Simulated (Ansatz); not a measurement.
Given:

End structure of the (100) surface of bcc Li in its 1x1 cell, outermost plane spacing 1.72 Å in the ideal cut:

```yaml
crystal:
  lattice:
    - [3.43747, 0.00000, 0.00000]
    - [0.00000, 3.43747, 0.00000]
    - [0.00000, 0.00000, 26.50000]
  atoms:
    - { symbol: Li, position: [0.50000, 0.50000, 0.30415] }
    - { symbol: Li, position: [0.00000, 0.00000, 0.37199] }
    - { symbol: Li, position: [0.50000, 0.50000, 0.43483] }
    - { symbol: Li, position: [0.00000, 0.00000, 0.50000] }
    - { symbol: Li, position: [0.50000, 0.50000, 0.56517] }
    - { symbol: Li, position: [0.00000, 0.00000, 0.62801] }
    - { symbol: Li, position: [0.50000, 0.50000, 0.69585] }
```

Model: 7-atom slab, 10.3 Å thick at the start (thin: gaps and levels are the slab's own), 11x11x1 mesh, Fermi-Dirac 0.1 eV, dipole correction, all atoms relaxed; start symmetry kept, larger cells not searched; no spin, no spin-orbit, no U.

Question: What work function of the top face does Ansatz (a quantum-chemistry and plane-wave program) with PBE give?

Answer: 3.04 eV

Question: What is the computed surface energy (mean of both faces) (PBE)?

Answer: 0.47 J/m²
